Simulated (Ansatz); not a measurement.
We consider SnBi (I-4m2, No. 119, 2 atoms in the cell; start mp-1218964), described by LDA (plane waves, PAW; Ansatz, a quantum-chemistry and plane-wave program).

Numerical settings: plane-wave cutoff 520 eV, 20×20×20 k mesh, Fermi–Dirac smearing 0.05 eV, scalar-relativistic PAW data made under PBE.

Cell (relaxed at this level):

```
CELL_PARAMETERS angstrom
     -3.01519     3.01519     1.60653
      3.01519    -3.01519     1.60653
      3.01519     3.01519    -1.60653
ATOMIC_POSITIONS crystal
  Sn 0.00000 0.00000 0.00000
  Bi 0.75000 0.25000 0.50000
```

Q: Give the computed bulk modulus.

A: 
- bulk modulus: 57.6 GPa

The run finds no gap.

Note: the bulk modulus is −V dP/dV from two relaxed cells at ±2 % in volume; the relaxation could not lower the start's symmetry, so the cell can be a saddle point above a distorted one.

Spin–orbit coupling is not included; it can shift volumes and moduli of such heavy elements.

The computed numbers hold no vibrational or temperature effects.

It cost roughly 6 core-minutes of CPU time.

A start named mp-… is a Materials Project structure, which need not be a measured phase.
